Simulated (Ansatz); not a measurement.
# A computed series for hypothetical P4_2/mnm InP: carrier doping

Consider InP (space group P4_2/mnm, No. 136; a = 7.175 Å, c = 4.163 Å; a hypothetical phase, not in the database extracts checked).

Carriers are added at fixed cell with a uniform background; the Fermi–Dirac width is that of 300 K.

All numbers come from PBEsol (Ansatz, a first-principles code, PAW, no SOC).

Notes on the quantities. Fermi level from band edge: Fermi level relative to the doped band's edge (positive inside the band; to 0.05 eV).

| hole density (10^21 cm⁻³) | Fermi level from band edge (eV) |
|---|---|
| 2 | 0.35 |
| 5 | 0.60 |
| 7 | ? |
| 10 | 0.80 |

Problem. Fit E_F = C n^s, fitted as a line in log–log form (a parabolic band gives s = 2/3) to the rows shown and predict the withheld row.

Solution. Least squares on the printed values gives C = 0.25 eV, s = 0.52 (largest residual 0.03 eV); this predicts 0.68 eV, and the run gives 0.65 eV, in agreement.

Charged cell with a jellium background: band edges are those of the host's band count, energies are not comparable with the neutral cell, and many-body gap narrowing is missing. Stability against distortions was not tested.
